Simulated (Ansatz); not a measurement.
**Computed paths: interstitial H in rock-salt LiF with all lengths changed by +1 %, charge state +1**

Defect: interstitial H in rock-salt LiF with all lengths changed by +1 %, charge state +1. These are PBE, PAW (plane waves to 420 eV; Ansatz, an electronic-structure program) values and carry that method's errors.

64-site cell at the strained lattice (strain from the relaxed PBE one, atoms relaxed), a 2×2×2 k-point mesh shifted by half a step, smearing 0.01 eV, spin-restricted, no finite-size correction. Energies are static. The charge state is imposed; whether it is stable for some Fermi level was not computed. Sites that were not tried may lie lower.

| Route | Start site over the lowest site run (eV) | Hop (Å) | Forward barrier (eV) | Backward barrier (eV) | Neighbours at the start | Neighbours at the saddle | Saddle order |
|---|---|---|---|---|---|---|---|
| a concerted move, in which H travels most | 0.00 | 1.44 | 0.32 | 0.32 | 2 F at 1.15; 2 Li at 1.87 Å | F at 0.99, 2 F at 1.84, F at 2.16; Li at 1.92, 2 Li at 2.06 Å | not checked, on a symmetry element |

Paths come from CI-NEB runs.  A band can be held on a symmetry element, so unchecked saddle points there may be too high. A further band (a concerted move, in which H travels most, 2.04 Å) gave 0.32 eV forward on its own sampling, 0.32 eV above the lowest site run, but a shoulder points to a second hump between its images, so it is not taken as a result.
